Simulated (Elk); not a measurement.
# Elk run on Tc3Sn (Fm-3m, 4 atoms in the cell): self-consistent single point

Level of theory: Elk with LDA (PW92), all-electron FP-LAPW, Elk's shipped species files, APW+lo basis with extra local orbitals.

The input file:

```
tasks
  0

tforce
  .true.

rgkmax
  8.0

gmaxvr
  18.0

lmaxapw
  10

lmaxo
  8

nxlo
  2

lorbcnd
  .true.

lradstp
  2

nrmtscf
  2.0

rmtscf
  0.95

lmaxi
  4

stype
  0

swidth
  0.00183747

maxscl
  100

scale
  8.571716566

avec
    0.0000000000    0.7071067812    0.7071067812
    0.7071067812    0.0000000000    0.7071067812
    0.7071067812    0.7071067812    0.0000000000

sppath
  './'

atoms
  2
  'Tc.in'
  3
  0.2500000000  0.2500000000  0.2500000000    0.0 0.0 0.0
  0.7500000000  0.7500000000  0.7500000000    0.0 0.0 0.0
  0.5000000000  0.5000000000  0.5000000000    0.0 0.0 0.0
  'Sn.in'
  1
  0.0000000000  0.0000000000  0.0000000000    0.0 0.0 0.0

ngridk
  9 9 9
```

Log, with long lists cut:

```
│ Elk code version 10.2.4 │

All units are atomic (Hartree, Bohr, etc.)

│ Ground-state run starting from atomic densities │

Lattice vectors :
   0.000000000       6.061118910       6.061118910
   6.061118910       0.000000000       6.061118910
   6.061118910       6.061118910       0.000000000

Unit cell volume      :    445.3366200
Brillouin zone volume :   0.5569948715

Muffin-tin inner radius fraction :   0.1000000000E-01

Nuclei treated as point charges

Species :    1 (Tc)
 parameters loaded from : Tc.in
 name : technetium
 nuclear charge    :   -43.00000000
 electronic charge :    43.00000000
 atomic mass :    178643.0715
 muffin-tin radius :    2.470000000
 number of radial points in muffin-tin :   1199
 atomic positions (lattice), magnetic fields (Cartesian) :
   1 :   0.25000000  0.25000000  0.25000000    0.00000000  0.00000000  0.00000000
   2 :  -0.25000000 -0.25000000 -0.25000000    0.00000000  0.00000000  0.00000000
   3 :   0.50000000  0.50000000  0.50000000    0.00000000  0.00000000  0.00000000

Species :    2 (Sn)
 parameters loaded from : Sn.in
 name : tin
 nuclear charge    :   -50.00000000
 electronic charge :    50.00000000
 atomic mass :    216395.0920
 muffin-tin radius :    2.470000000
 number of radial points in muffin-tin :   1199
 atomic positions (lattice), magnetic fields (Cartesian) :
   1 :   0.00000000  0.00000000  0.00000000    0.00000000  0.00000000  0.00000000

Total number of atoms per unit cell :    4

Spin treatment :
 spin-unpolarised

Number of Bravais lattice symmetries :   48
Number of crystal symmetries         :   48
Crystal has inversion symmetry
Real symmetric eigensolver will be used

k-point grid :      9     9     9
k-point offset :    0.000000000       0.000000000       0.000000000
k-point set is reduced with full crystal symmetry group
Total number of k-points :       35

Muffin-tin radius times maximum |G+k| :    8.000000000
 using average radius
   [... lines left out ...]
 potential will be trimmed for |G| > 2 gkmax
Constant for pseudocharge density :   11
Radial integration step length :    2

G-vector grid sizes :     50    50    50
Number of G-vectors :    43895

Maximum angular momentum used for
 APW functions                      :   10
 outer part of muffin-tin           :    8
 inner part of muffin-tin           :    4

Total nuclear charge    :   -179.0000000
Total core charge       :    114.0000000
Total valence charge    :    65.00000000
Total excess charge     :    0.000000000
Total electronic charge :    179.0000000

Effective Wigner radius, rₛ :   0.8405862005

Number of empty states         :   16
Total number of valence states :   49
Total number of core states    :  114

Conduction state local-orbitals added automatically
Total number of local-orbitals :  459

Exchange-correlation functional :      3     0     0
 Perdew-Wang/Ceperley-Alder, Phys. Rev. B 45, 13244 (1992)
 gradient requirement :    0
 local density approximation (LDA)

Smearing type :    0
 Gaussian
Smearing width :   0.1837470000E-02
Effective electronic temperature (K) :    580.2271348

Mixing type :    3
 Broyden mixing, J. Phys. A: Math. Gen. 17, L317 (1984)

Kohn-Sham potential initialised from atomic data
│ Self-consistent loop started │
│ Loop number : 1 │
 total energy                :     -19018.7008082
│ Loop number : 2 │
 total energy                :     -19019.1532363
RMS change in Kohn-Sham potential (target) :   0.1289101238     (  0.1000000000E-05)
Absolute change in total energy (target)   :   0.4524281625     (  0.1000000000E-03)
│ Loop number : 3 │
 total energy                :     -19021.1364264
RMS change in Kohn-Sham potential (target) :   0.1212754665     (  0.1000000000E-05)
Absolute change in total energy (target)   :    2.096297126     (  0.1000000000E-03)
│ Loop number : 4 │
 total energy                :     -19024.2801585
RMS change in Kohn-Sham potential (target) :   0.8075092628E-01 (  0.1000000000E-05)
Absolute change in total energy (target)   :    3.667806363     (  0.1000000000E-03)
│ Loop number : 5 │
 total energy                :     -19024.7618541
RMS change in Kohn-Sham potential (target) :   0.7098898607E-01 (  0.1000000000E-05)
Absolute change in total energy (target)   :    1.398647171     (  0.1000000000E-03)
   [... lines left out ...]
Absolute change in total energy (target)   :   0.1248700901E-02 (  0.1000000000E-03)
│ Loop number : 15 │
 total energy                :     -19020.8733801
RMS change in Kohn-Sham potential (target) :   0.8456380613E-06 (  0.1000000000E-05)
Absolute change in total energy (target)   :   0.2730631713E-03 (  0.1000000000E-03)
│ Loop number : 16 │
 total energy                :     -19020.8734142
RMS change in Kohn-Sham potential (target) :   0.2736821318E-06 (  0.1000000000E-05)
Absolute change in total energy (target)   :   0.1023807272E-03 (  0.1000000000E-03)
│ Loop number : 17 │
 total energy                :     -19020.8734888
RMS change in Kohn-Sham potential (target) :   0.1224126225E-06 (  0.1000000000E-05)
Absolute change in total energy (target)   :   0.1002343961E-03 (  0.1000000000E-03)
│ Loop number : 18 │
 total energy                :     -19020.8734954
RMS change in Kohn-Sham potential (target) :   0.3866741679E-07 (  0.1000000000E-05)
Absolute change in total energy (target)   :   0.3167523391E-04 (  0.1000000000E-03)
Convergence targets achieved

│ Loop number : 19 │

Energies :
 Fermi                       :     0.430378602437
 sum of eigenvalues          :     -11358.3133632
 electron kinetic            :      19835.3615994
 core electron kinetic       :      19256.4538312
 Coulomb                     :     -38322.8402999
 Coulomb potential           :     -30486.5150698
 nuclear-nuclear             :     -1918.62356441
 electron-nuclear            :     -42321.9184011
 Hartree                     :      5917.70166565
 Madelung                    :     -23079.5827650
 xc potential                :     -707.159892801
 exchange                    :     -516.534586688
 correlation                 :     -16.8602151113
 total energy                :     -19020.8735023

Density of states at Fermi energy :    168.5992854
 (states/Hartree/unit cell)

Estimated indirect band gap :   0.5882818533E-03
 from k-point     27 to k-point     28
Estimated direct band gap   :   0.2190531226E-02
 at k-point     14

Charges :
 core                        :    114.0000000
 valence                     :    65.00000000
 interstitial                :    7.037920559
 muffin-tins (core leakage)
  species :    1 (Tc)
   atom    1                 :    41.34786336     (  0.3051733088E-06)
   atom    2                 :    41.34786336     (  0.3051733088E-06)
   atom    3                 :    41.22991639     (  0.3007001226E-06)
  species :    2 (Sn)
   atom    1                 :    48.03643634     (  0.1507393664E-03)
 total in muffin-tins        :    171.9620794
 total calculated charge     :    179.0001624
 total charge                :    179.0000000
 error                       :   0.1623718136E-03

│ Self-consistent loop stopped │

Forces :
 species :    1 (Tc)
  atom :    1
   Hellmann-Feynman          :    -0.00000000   -0.00000000    0.00000000
   IBS                       :     0.00000000    0.00000000   -0.00000000
   total force               :     0.00000000    0.00000000    0.00000000
   total magnitude           :     0.00000000
  atom :    2
   Hellmann-Feynman          :    -0.00000000    0.00000000    0.00000000
   IBS                       :     0.00000000   -0.00000000   -0.00000000
   total force               :    -0.00000000   -0.00000000   -0.00000000
   total magnitude           :     0.00000000
  atom :    3
   Hellmann-Feynman          :     0.00000000    0.00000000    0.00000000
   IBS                       :    -0.00000000   -0.00000000   -0.00000000
   total force               :     0.00000000   -0.00000000    0.00000000
   total magnitude           :     0.00000000
 species :    2 (Sn)
  atom :    1
   Hellmann-Feynman          :     0.00000000    0.00000000   -0.00000000
   IBS                       :    -0.00000000   -0.00000000    0.00000000
   total force               :     0.00000000   -0.00000000    0.00000000
   total magnitude           :     0.00000000
```

The run converged in 19 iterations. The count includes the last loop, which Elk runs after its targets are met.

The starting cell comes from a database of computed structures (which also holds hypothetical and non-ambient phases and stackings), without a prior relaxation at this level. Its lattice was rescaled by a random factor within 2.5 % of one. Spin polarisation is off. Values depend on the basis (sphere radii, cutoffs, local orbitals), which need not be converged. The log's line on a gap gives a spacing of levels on this mesh, which the program prints for metals too.

Cost on one core of a shared machine: roughly 2 min.
